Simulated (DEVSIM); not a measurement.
Structure: Au/SiO2/p-Si capacitor, at 300 K.

```csv
layer (left to right),material,thickness (nm),Na (cm⁻³)
1,SiO2,53.0,-
2,Si,3400,2.8e16
```

Metal gate on the left, work function 5.1 eV. Fixed charge at the semiconductor interface -2.9e10 cm⁻² (in units of +e); no interface traps.

This is a model device: material constants are rounded textbook-type values typed into the input, and sizes, dopings and lifetimes were drawn at random. Values at 300 K.

```
parameter      SiO2       Si
-------------  ----  -------
gap (eV)          9    1.124
affinity (eV)   0.9     4.05
permittivity    3.9     11.7
Nc (cm⁻³)         -  2.86e19
Nv (cm⁻³)         -   3.1e19
```

Model (solved in DEVSIM): 1D Poisson equation in equilibrium, Boltzmann statistics, complete ionisation; no quantum confinement or tunnelling. Metal contacts follow the ideal Schottky-Mott rule: no Fermi-level pinning, no interface dipoles.

Q: Tabulate band edges, carrier densities and field at 1.4 V on the gate.

A: Energies count from the Fermi level of the right contact; mesh points crowd at the junctions.

| x (μm) | Ec (eV) | Ev (eV) | n (cm⁻³) | p (cm⁻³) | field (V/cm) |
|---|---|---|---|---|---|
| 0.000 | 2.800 | -6.200 | < 1e2 | < 1e2 | 180000 |
| 0.001698 | 2.830 | -6.170 | < 1e2 | < 1e2 | 180000 |
| 0.005771 | 2.901 | -6.099 | < 1e2 | < 1e2 | 180000 |
| 0.01609 | 3.082 | -5.918 | < 1e2 | < 1e2 | 180000 |
| 0.04018 | 3.505 | -5.495 | < 1e2 | < 1e2 | 180000 |
| 0.04836 | 3.649 | -5.351 | < 1e2 | < 1e2 | 180000 |
| 0.05177 | 3.709 | -5.291 | < 1e2 | < 1e2 | 180000 |
| 0.05377 | 0.584 | -0.540 | 4.4e9 | 2.7e10 | 54000 |
| 0.05665 | 0.600 | -0.524 | 2.4e9 | 4.8e10 | 52000 |
| 0.06386 | 0.636 | -0.488 | 5.9e8 | 2.0e11 | 49000 |
| 0.08185 | 0.718 | -0.406 | 2.5e7 | 4.7e12 | 42000 |
| 0.1569 | 0.910 | -0.214 | 15000 | 8.0e15 | 11000 |
| 0.3142 | 0.943 | -0.181 | 4200 | 2.8e16 | 27 |
| 0.7066 | 0.943 | -0.181 | 4200 | 2.8e16 | ≈ 0 |
| 2.112 | 0.943 | -0.181 | 4200 | 2.8e16 | ≈ 0 |
| 2.934 | 0.943 | -0.181 | 4200 | 2.8e16 | ≈ 0 |
| 3.246 | 0.943 | -0.181 | 4200 | 2.8e16 | ≈ 0 |
| 3.371 | 0.943 | -0.181 | 4200 | 2.8e16 | ≈ 0 |
| 3.429 | 0.943 | -0.181 | 4200 | 2.8e16 | ≈ 0 |
| 3.444 | 0.943 | -0.181 | 4200 | 2.8e16 | ≈ 0 |
| 3.450 | 0.943 | -0.181 | 4200 | 2.8e16 | ≈ 0 |
| 3.453 | 0.943 | -0.181 | 4200 | 2.8e16 | ≈ 0 |
